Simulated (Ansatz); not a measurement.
```
FeS2
1.0
    4.57710     0.00000     0.00000
    0.00000     5.58914     0.00000
    0.00000     0.00000     3.50502
Fe S
2 4
Direct
  0.50000   0.50000   0.50000
  0.00000   0.00000   0.00000
  0.71269   0.87350   0.50000
  0.21269   0.62650   0.00000
  0.78731   0.37350   0.00000
  0.28731   0.12650   0.50000
```

No spin polarisation.

Computed with plane-wave PAW DFT at the PBEsol level (Ansatz, a first-principles code, 420 eV), no spin-orbit coupling, earlier PAW set. Γ-centred 8×6×10 mesh, Fermi–Dirac width 0.05 eV.

Question: What is the computed pressure (mean of the normal stresses, compression positive)?

Answer: -17.48 GPa.

Question: Estimate the space group.

Answer: Pnnm (No. 58).

The cells carry an imposed strain or load. Whether these cells are dynamically stable was not tested. The final runs are not spin-polarised. The cell was made from FeS₂ (space group Pnnm, No. 58; non-magnetic) by this change: isotropic strain +4.80 %.
